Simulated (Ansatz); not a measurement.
Take SiC in the zinc blende structure (space group F-43m, No. 216; a = 4.3798 Å) as the base.

All numbers come from plane-wave PAW DFT at the PBE level (Ansatz, a quantum-chemistry and plane-wave program, 420 eV), no spin-orbit coupling.

Base values:

| Quantity | Result |
|---|---|
| Electron mass | 0.68 mₑ along k, 0.23 mₑ across (at X) |
| Band gap | 1.37 eV |
| Pressure | 0.0 kbar |

Modification: the cell is scaled by 0.9563 in all directions, atoms relaxed at fixed cell.

### Question
How does this affect the electron mass, energy relative to the base, band gap and pressure?

### Answer
The electron mass goes from 0.68 mₑ along k, 0.23 mₑ across (at X) to 0.69 mₑ along k, 0.22 mₑ across (at X); the energy grows by 136 meV/atom; the band gap falls by 0.13 eV to 1.24 eV; the pressure goes from zero to 369.5 kbar.

The cells carry an imposed strain or load. Effective masses come from finite differences of ±0.01 Å⁻¹. Along k means along the line from Γ to the band edge. Whether these cells are dynamically stable was not tested.
